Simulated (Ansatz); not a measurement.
# What pressure 30 GPa does to BaTiO3

Base system: BaTiO$_{3}$ in the cubic perovskite structure (space group Pm-3m, No. 221; a = 4.019 Å).

The change: cell and atoms relaxed at a pressure of 30 GPa.

All numbers come from PBE/PAW in Ansatz (a first-principles code), no spin-orbit coupling. Settings: 8×8×8 k-points, 0.05 eV Fermi–Dirac smearing.

| quantity | base | changed | shift |
|---|---|---|---|
| volume per atom | 12.99 Å³ | 11.34 Å³ | -1.65 Å³ |
| density | 5.96 g/cm³ | 6.83 g/cm³ | +0.87 g/cm³ |
| lattice parameter a | 4.019 Å | 3.841 Å | -0.178 Å |
| enthalpy H = E + PV relative to the base's energy | – | +2.26 eV/atom | – |
| band gap | 1.78 eV | 2.01 eV | +0.23 eV |
| gap character | indirect, R → Γ | direct at Γ | – |

Final structure:

```
BaTiO3
1.0
    3.84143     0.00000     0.00000
    0.00000     3.84143     0.00000
    0.00000     0.00000     3.84143
Ba Ti O
1 1 3
Direct
  0.00000   0.00000   0.00000
  0.50000   0.50000   0.50000
  0.00000   0.50000   0.50000
  0.50000   0.50000   0.00000
  0.50000   0.00000   0.50000
```

Cost of the whole job for the changed cell (relaxation, final SCF and bands): about 30 core-seconds (a rough figure).

Load acts through the strain it causes; cell and atoms are relaxed under it. No phonon test of stability was made. No other phases were tried under pressure. All final runs are without spin polarisation. Many cubic perovskites are stable only at high temperature; tilts and polar distortions were not tested. This is not the structure that BaTiO3 has at room temperature and ambient pressure.
